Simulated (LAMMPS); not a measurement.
Quenches at 1e+12 K/s across the composition of Cu (fcc) with a share x of Cu sites Zr; each row starts from its own melt temperature.

Method: classical MD, pair style eam/fs, file CuZr_mm.eam.fs (LAMMPS).

```csv
x,density,state
0.1,8.19 g/cm³ (one sample),glass
0.36,7.51 g/cm³ (one sample),glass
0.5,7.14 g/cm³ (one sample),glass
0.6,6.94 g/cm³ (one sample),glass
```
